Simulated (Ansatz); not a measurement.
ScOF (P2₁/c, No. 14, 12 atoms in the cell; start mp-4661)

Level of theory: PBEsol (Ansatz, a first-principles code, plane waves, PAW).

Settings: plane-wave cutoff 520 eV, 8×8×8 k mesh, Fermi–Dirac smearing 0.01 eV, scalar-relativistic PAW data made under PBE.

Cell (relaxed with PBEsol):

```yaml
crystal:
  lattice:
    - [5.15356, 0.00000, -0.00479]
    - [0.00000, 5.12450, 0.00000]
    - [-0.89843, 0.00000, 5.13527]
  atoms:
    - { symbol: Sc, position: [0.69171, 0.47203, 0.28800] }
    - { symbol: Sc, position: [0.30829, 0.52797, 0.71200] }
    - { symbol: Sc, position: [0.30829, 0.97203, 0.21200] }
    - { symbol: Sc, position: [0.69171, 0.02797, 0.78800] }
    - { symbol: O, position: [0.54362, 0.74616, 0.01183] }
    - { symbol: O, position: [0.45638, 0.25384, 0.98817] }
    - { symbol: O, position: [0.45638, 0.24616, 0.48817] }
    - { symbol: O, position: [0.54362, 0.75384, 0.51183] }
    - { symbol: F, position: [0.94282, 0.32711, 0.65898] }
    - { symbol: F, position: [0.05718, 0.67289, 0.34102] }
    - { symbol: F, position: [0.05718, 0.82711, 0.84102] }
    - { symbol: F, position: [0.94282, 0.17289, 0.15898] }
```

| Quantity | Value |
|---|---|
| band gap | 4.56 eV (indirect) |
| smallest direct gap on the k points sampled | 4.69 eV |
| Γ–Γ gap | 4.80 eV |

Computed values are for the static lattice.

The result took very roughly 2.9 core-minutes.

A start named mp-… is a Materials Project structure, which need not be a measured phase.
